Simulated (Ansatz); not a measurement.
The starting structures come from a database of crystals and need not be the phases stable at ambient conditions.

Tunnelling through a barrier is set by its complex band structure: the current falls as exp(−2κd) with the smallest κ.

Input:

```
CELL_PARAMETERS angstrom
      4.90800     0.00000     0.00000
      0.00000     8.76008     0.00000
      0.00000     0.00000     7.95933
ATOMIC_POSITIONS crystal
  Tl 0.75000 0.98723 0.18095
  Tl 0.25000 0.01277 0.81905
  Tl 0.25000 0.51277 0.68095
  Tl 0.75000 0.48723 0.31905
  Ag 0.75000 0.16860 0.58697
  Ag 0.25000 0.83140 0.41303
  Ag 0.25000 0.33140 0.08697
  Ag 0.75000 0.66860 0.91303
  Te 0.25000 0.18649 0.40275
  Te 0.75000 0.81351 0.59725
  Te 0.75000 0.31351 0.90275
  Te 0.25000 0.68649 0.09725
```

Space group of this cell: Pnma. The cell is taken as given.

Transport runs along the normal of the first two printed cell vectors.

The gap is the functional's own. No spin-orbit coupling. Mid-gap values are interpolated on the energy grid.

### Question
Give the band gap and the smallest decay constant κ at mid-gap that r2SCAN (Ansatz, a program for electronic structure) yields.

### Answer
Gap 0.93 eV on a 6×4×4 mesh; κ = 0.135 1/Å, at (0.000, 0.500) of the in-plane reciprocal vectors. At the zone centre, at the nearest computed energy, the slowest state has κ = 0.18 1/Å.
